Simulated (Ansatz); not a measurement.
# ZnSiP2: response to strain

Start from ZnSiP2 in the chalcopyrite structure (space group I-42d, No. 122; a = 5.3533 Å, c = 10.4448 Å). Axes: x, y, z lie along a, b, c of the conventional cell.

Strains are applied to the cell and any free atomic positions relax; under biaxial strain the out-of-plane vector relaxes too.

Calculations: PBEsol/PAW in Ansatz (an electronic-structure program), without spin-orbit coupling.

Candidates:
(a) biaxial strain +0.58 %, plane normal [001], relaxed out of plane
(b) strain tensor (xx, yy, zz, yz, xz, xy) = (−1.59, +1.34, +0.01, +0.18, −0.53, +1.12) %
(c) biaxial strain +3.72 %, plane normal [001], relaxed out of plane

Notes on the quantities. energy relative to the base: free energy F.

Task: Order them by energy relative to the base, lowest first.

Result: (a) biaxial strain +0.58 %, plane normal [001], relaxed out of plane (+0.6 meV/atom), (b) strain tensor (xx, yy, zz, yz, xz, xy) = (−1.59, +1.34, +0.01, +0.18, −0.53, +1.12) % (+4.6 meV/atom), (c) biaxial strain +3.72 %, plane normal [001], relaxed out of plane (+21 meV/atom)

Whether these cells are dynamically stable was not tested.
